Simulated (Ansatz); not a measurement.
# Mg (model structure, started from the diamond type, Fd-3m, No. 227, 2 atoms in the cell): cohesive energy by level of theory

No measured value is used here.

Q: Put these levels in order of the cohesive energy that they give for Mg (model structure, started from the diamond type, Fd-3m, No. 227, 2 atoms in the cell), smallest first: LDA (Ansatz, a program for electronic structure), PBE (Ansatz), r²SCAN (Ansatz).

A: PBE (0.73 eV/atom), r²SCAN (0.83 eV/atom), LDA (0.96 eV/atom)

Unless a cell is named, each level is at its own relaxed cell (LDA 37.47, PBE 40.35, r²SCAN 40.28 Å³/atom).

Each level is taken at its own relaxed cell. Cutoffs differ between the levels. Ansatz's density-functional and Hartree–Fock values are scalar-relativistic unless marked +SOC, with PAW data made under PBE.

A model structure was made by putting elements into a prototype or built by hand; it is no filed structure, need not be a known phase, and can be a saddle point held by its symmetry.
